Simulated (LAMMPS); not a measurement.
Consider ZnO (wurtzite), 432 atoms, at 1350 K and 0 GPa, heated as the crystal in molecular dynamics.

Method: classical MD, Buckingham potential of Lewis and Catlow, J. Phys. C 18, 1149 (1985), first set, used with rigid ions (no shells), PPPM sums, short-range terms cut at 10 Å, modified for these runs by an r^-4 repulsive force inside the short-range force's maximum, run in LAMMPS.

```csv
r (Å),"g(r), O-Zn"
1.500,0.000
1.540,0.006
1.580,0.000
1.620,0.040
1.660,0.113
1.700,0.345
1.740,1.08
1.780,1.93
1.820,3.36
1.860,4.43
1.900,5.65
1.940,5.74
1.980,5.59
2.020,4.95
2.060,4.17
2.100,3.31
2.140,2.42
2.180,1.80
2.220,1.23
2.260,0.823
2.300,0.565
2.340,0.380
2.380,0.254
2.420,0.200
2.460,0.086
2.500,0.076
2.540,0.088
2.580,0.063
2.620,0.084
2.660,0.116
2.700,0.122
2.740,0.150
2.780,0.158
2.820,0.178
2.860,0.280
2.900,0.279
2.940,0.334
2.980,0.296
3.020,0.430
3.060,0.351
3.100,0.414
3.140,0.315
3.180,0.322
3.220,0.317
3.260,0.245
3.300,0.214
3.340,0.241
3.380,0.168
3.420,0.215
3.460,0.248
3.500,0.315
3.540,0.529
3.580,0.704
3.620,1.00
3.660,1.22
3.700,1.60
3.740,1.99
3.780,2.28
3.820,2.45
3.860,2.52
3.900,2.50
3.940,2.44
3.980,2.16
4.020,1.86
4.060,1.58
4.100,1.22
4.140,0.989
4.180,0.817
4.220,0.760
4.260,0.755
4.300,0.819
4.340,0.908
4.380,1.07
4.420,1.18
4.460,1.18
4.500,1.33
4.540,1.31
4.580,1.23
4.620,1.15
4.660,1.04
4.700,0.945
4.740,0.882
4.780,0.939
4.820,0.972
4.860,1.09
4.900,1.25
4.940,1.33
4.980,1.42
5.020,1.47
5.060,1.53
5.100,1.41
5.140,1.28
5.180,1.11
5.220,0.939
5.260,0.681
5.300,0.525
5.340,0.399
5.380,0.272
5.420,0.201
5.460,0.152
5.500,0.124
5.540,0.138
5.580,0.160
```

Main features:
- state found: crystal; no diffusion seen in 21 ps
- first peak of g(r), O-Zn: 1.95 Å, height 5.7
- coordination number of O by Zn: 4.01 (counted to 2.58 Å)
- coordination number of Zn by O: 4.01 (counted to 2.58 Å)

Caution: the potential ionic pair potential lewis1985a is fitted to static crystal properties with a polarisable anion, which is rigid here.
